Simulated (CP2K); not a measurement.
# Short convergence ladders for a (100) slab of SnO2 (cut from a parent of space group no. 58; 6 atoms in the cell)

```
SnO2
1.0
    4.88118     0.00000     0.00000
    0.00000     3.25062     0.00000
    0.00000     0.00000    18.40038
Sn O
2 4
Direct
  0.50000   0.50000   0.43475
  0.00000   0.00000   0.56525
  0.32104   0.00000   0.38043
  0.67896   0.00000   0.48908
  0.17896   0.50000   0.51092
  0.82104   0.50000   0.61957
```

Base method: CP2K with LDA (Pade form), GPW, DZVP-MOLOPT-SR-GTH basis, GTH-PADE potentials (GTH_POTENTIALS).

Base settings: CUTOFF = 450 Ry; REL_CUTOFF = 50 Ry; SMEAR/METHOD = FERMI_DIRAC; ELECTRONIC_TEMPERATURE = 580.23 K; KPOINTS/SCHEME = MACDONALD 2 3 1 0.25 0 0; XC_FUNCTIONAL = PADE; Sn/BASIS_SET = DZVP-MOLOPT-SR-GTH; Sn/POTENTIAL = GTH-PADE-q4; O/BASIS_SET = DZVP-MOLOPT-SR-GTH; O/POTENTIAL = GTH-PADE-q6.

**The vacuum**

The mesh stays at the base's, so the ladder's end is converged at best in this setting alone.

Only quantities that move along the ladder and can be compared are tabulated; forces are left out, as grid noise moves with the cell; the gap is left out on so coarse a mesh.

```tsv
vacuum between outermost atoms (Å)	free energy less the last step's (meV/atom)
3.0	-17.96
4.0	-3.09
5.0	-0.60
6.0	-0.29
7.0	-0.10
8.0	0.10
10.0	0.04
12.0	-0.07
14.0	0.05
17.0	0.05
20.0	-0.04
25.0	-0.01
30.0	0.00
```

Smallest vacuum between outermost atoms (Å) that holds the free energy within 5 meV/atom of the last step, with all finer ones: 4.0; the step before is off by 18 meV/atom.

**The k-point mesh**

Only quantities that move along the ladder and can be compared are tabulated.

```tsv
KPOINTS/SCHEME	free energy less the last step's (meV/atom)	largest difference of a force vector from the last step's (eV/Å)	gap on the mesh (eV)
MACDONALD 2 2 1 0.25 0.25 0	119.29	0.288	1.128
MACDONALD 2 3 1 0.25 0 0	15.64	0.044	1.065
MACDONALD 3 4 1 0 0.125 0	2.85	0.007	1.100
MONKHORST-PACK 3 5 1	0.67	0.002	1.090
MACDONALD 4 6 1 0.125 0.08333333333 0	0.15	0.001	1.068
MONKHORST-PACK 5 7 1	0.04	0.000	1.078
MACDONALD 6 9 1 0.08333333333 0 0	0.00	0.000	1.068
MACDONALD 7 10 1 0 0.05 0	0.00	0.000	1.073
MACDONALD 8 12 1 0.0625 0.04166666667 0	0.00	0.000	1.068
MACDONALD 9 14 1 0 0.03571428571 0	0.00	0.000	1.072
MACDONALD 11 16 1 0 0.03125 0	0.00	0.000	1.070
MONKHORST-PACK 13 19 1	0.00	0.000	1.069
```

Coarsest KPOINTS/SCHEME that holds the forces within 0.005 eV/Å of the last step, with all finer ones: MONKHORST-PACK 3 5 1; the step before is off by 0.007 eV/Å.

Coarsest KPOINTS/SCHEME that holds the free energy within 1 meV/atom of the last step, with all finer ones: MONKHORST-PACK 3 5 1; the step before is off by 2.9 meV/atom.

The gap on the mesh jumps up and down from mesh to mesh; it is no smooth measure of convergence.

**The cutoff of the density grid**

The mesh stays at the base's, so the ladder's end is converged at best in this setting alone.

Only quantities that move along the ladder and can be compared are tabulated; the gap is left out on so coarse a mesh.

| CUTOFF | free energy less the last step's (meV/atom) | largest difference of a force vector from the last step's (eV/Å) |
|---|---|---|
| 220 Ry | 0.29 | 0.060 |
| 270 Ry | -0.60 | 0.085 |
| 320 Ry | -0.38 | 0.086 |
| 380 Ry | -0.10 | 0.068 |
| 450 Ry | 0.33 | 0.025 |
| 540 Ry | -0.03 | 0.026 |
| 680 Ry | 0.06 | 0.010 |
| 900 Ry | 0.00 | 0.000 |

Coarsest CUTOFF that holds the free energy within 0.5 meV/atom of the last step, with all finer ones: 320 Ry; the step before is off by 0.60 meV/atom.

Coarsest CUTOFF that holds the forces within 0.02 eV/Å: not settled: the last two steps still differ by 0.010 eV/Å, over half the tolerance, so the ladder does not show it.

On the base run: the starting cell comes from a database of computed structures (which also holds hypothetical and non-ambient phases and stackings), without a prior relaxation at this level. The slab is cut from that crystal, and its faces are unrelaxed. Its lattice was rescaled by up to half a per cent. Spin polarisation is off, though cut faces can carry moments; a gap of a slab can lie between surface states. Values carry the incompleteness of an atom-centred basis. In the base run, forces exceed 1 eV/Å.

Left out of this page: 1 run of the series outside the window shown, repeating another row's setting, or not comparable.
